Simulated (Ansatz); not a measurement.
Abridged Ansatz (a program for electronic structure) output:

```
Relaxation: its limit of steps is 60 (relax.max_steps)
Pseudopotential: Hf, paw, valence charge 26
Pseudopotential: O, paw, valence charge 6
Crystal: 12 atoms, lattice volume = 130.012 Å³
Basis set: ecut = 420 eV, 2531 PW (Γ), exchange–correlation on 72×72×72 points (8 copies of the dense FFT grid, shifted against one another)
Bands: 92, of which v1, the nominal top of the filled ones, is band 76 counted from 1 (75 counted from 0)
Symmetry: 4 space group operations
k-points: 48 of 150
Functional: x = pbesol(κ = 0.804, μ = 0.12345679012345678), c = pbesol(β = 0.046)
SCF iter   1: F=—  HF=-66907.060614 eV  |F-HF|=—  |Δ(HF+E_count)|=         —  Δρ=9.46e-2  dr2=9.57e0  ethr=3.10e-3  ⟨swp⟩=6.0  Hψ=13879  notcnv=0  defer=35
SCF iter   2: F=—  HF=-66904.859347 eV  |F-HF|=—  |Δ(HF+E_count)|=    2.20e0  Δρ=4.32e-2  dr2=2.23e0  ethr=3.10e-3  ⟨swp⟩=2.8  Hψ=8976  notcnv=0  defer=455
SCF 1 converged in 11 iterations: F = -66904.058918 eV  dr2 = 1.03e-8
relax step   1: F+E_penalty+E_count = -66904.05891804 eV  Δ(F+E_penalty+E_count) = +0.000e0 eV  max|allowed force component| = 9.143e-4 eV/Å  Δτ_max = 0.0000 Å  P = +8.999 GPa  Ω = 130.012 Å³  (11 SCF iters, dr2 threshold 1.00e-7 eV, accepted)
[... steps on the carried basis left out ...]
relax step  10: F+E_penalty+E_count = -66903.73115037 eV  Δ(F+E_penalty+E_count) = +5.539e-4 eV  max|allowed force component| = 8.352e-4 eV/Å  Δτ_max = 0.0000 Å  P = +14.993 GPa  Ω = 125.608 Å³  stress off target by 1.48e-2 GPa  SCF on the basis re-selected at this cell (its energy is not comparable with the rows above)  (7 SCF iters)
SCF converged after 7 iterations
Free energy (F): -66903.731150 eV
Internal energy: -66903.731150 eV  (E = F + TS)
E sigma→0 (E₀):  -66903.731150 eV
Fermi energy:    16.793100 eV
--- Forces (eV/Å), atoms counted from 1 ---
  atom   1  Hf     0.00059760     0.00007877    -0.00083523
  atom   2  Hf    -0.00059760     0.00007877     0.00083523
  atom   3  Hf    -0.00059760    -0.00007877     0.00083523
[...]
  atom  11  O      0.00018051     0.00012447     0.00002676
  atom  12  O     -0.00018051     0.00012447    -0.00002676
--- Stress (GPa, compression-positive) ---
       14.995856      -0.000000       0.008660
       -0.000000      14.990633       0.000000
        0.008660       0.000000      14.992197
  P = ⅓ Tr σ = 14.9929 GPa (149.929 kbar)
--- Relaxed structure (8 steps of the walk, 8 accepted, 2 SCFs on fresh bases) ---
  cell:  # Å, volume = 125.6084 Å³
    - [4.914497843214502, 0.0, 0.10833982077309934]
    - [0.0, 5.16475546934236, 0.0]
    - [-0.7388476128194811, 0.0, 4.932395924515851]
  atoms:
    - { symbol: Hf, position: [0.27658226132473385, 0.039101366290029055, 0.21306775824762855] }
    - { symbol: Hf, position: [0.723417738675266, 0.5391013662900292, 0.28693224175237153] }
    - { symbol: Hf, position: [0.723417738675266, 0.9608986337099711, 0.7869322417523714] }
    - { symbol: Hf, position: [0.27658226132473385, 0.46089863370997103, 0.7130677582476286] }
    - { symbol: O, position: [0.09602375230552254, 0.3801648969163178, 0.302077622012127] }
    - { symbol: O, position: [0.9039762476944772, 0.8801648969163176, 0.19792237798787307] }
    - { symbol: O, position: [0.9039762476944776, 0.6198351030836824, 0.6979223779878729] }
    - { symbol: O, position: [0.09602375230552251, 0.11983510308368228, 0.802077622012127] }
    - { symbol: O, position: [0.4416247315301753, 0.762280416558837, 0.490122961078612] }
    - { symbol: O, position: [0.558375268469825, 0.26228041655883705, 0.009877038921387941] }
    - { symbol: O, position: [0.5583752684698249, 0.23771958344116303, 0.5098770389213882] }
    - { symbol: O, position: [0.4416247315301753, 0.7377195834411632, 0.9901229610786122] }
```

### Question
What was computed, and what are the main results?

### Answer
HfO2, 12 atoms in the cell, with Ansatz, PBEsol, PAW, cutoff 420 eV, no SOC, earlier PAW set, from a series relaxed to a target (pressure 15 GPa). The last SCF converged to F = -66903.731150 eV, or -5575.3109 eV per atom, at a pressure of 14.99 GPa. The total energy compares only with runs of the same code, potentials and settings.

Spin-orbit coupling, missing from the scalar runs, can matter with Hf. Load acts through the strain it causes; cell and atoms are relaxed under it. Stability against distortions was not tested. No other phases were tried under pressure. The cell was made from HfO2 (space group P2_1/c, No. 14) by this change: pressure 15 GPa.

Keys are those of Ansatz 0.2.
